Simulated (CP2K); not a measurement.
Band structure of MgSe (F-43m, 2 atoms in the cell).

```
MgSe
1.0
    4.19870     0.00000     0.00000
    2.09935     3.63618     0.00000
    2.09935     1.21206     3.42822
Mg Se
1 1
Direct
  0.00000   0.00000   0.00000
  0.25000   0.25000   0.25000
```

Level of theory: PBEsol, GPW, TZVP-MOLOPT-SR-GTH basis, GTH-PBE potentials (GTH_POTENTIALS) in CP2K.

Settings: CUTOFF = 400 Ry; REL_CUTOFF = 60 Ry; KPOINTS/SCHEME = MONKHORST-PACK 7 7 7; XC_FUNCTIONAL = PBE:PBESOL; Mg/BASIS_SET = TZVP-MOLOPT-SR-GTH-q2; Mg/POTENTIAL = GTH-PBE-q2; Se/BASIS_SET = TZVP-MOLOPT-SR-GTH-q6; Se/POTENTIAL = GTH-PBE-q6; METHOD = GPW; EPS_DEFAULT = 1e-11; EXTRAPOLATION = USE_GUESS; NGRIDS = 5; SCF_GUESS = ATOMIC; EPS_SCF = 1e-06.

The starting cell comes from a database of computed structures (which also holds hypothetical and non-ambient phases and stackings), without a prior relaxation at this level. Values carry the incompleteness of an atom-centred basis. The potentials were made for another functional than the one used.

**Question.** Predict the gap along the standard path and the places of the band edges.

**Answer.** The gap along the path is 2.38 eV, direct at Γ to within 0.01 eV.

Levels in eV from the top of the valence band on the SCF mesh, bands 1 to 5:
| point | 1 | 2 | 3 | 4 | 5 |
|---|---|---|---|---|---|
| Γ | -11.69 | 0.00 | 0.00 | 0.00 | 2.38 |
| X | -10.90 | -3.07 | -1.20 | -1.20 | 3.55 |
| W | -10.89 | -2.62 | -1.98 | -1.53 | 6.07 |
| K | -10.91 | -2.78 | -2.07 | -0.95 | 4.51 |
| L | -11.09 | -3.39 | -0.40 | -0.40 | 4.14 |
| U | -10.91 | -2.78 | -2.07 | -0.95 | 4.51 |

Higher empty bands are left out: an atom-centred basis made for the valence describes them poorly.
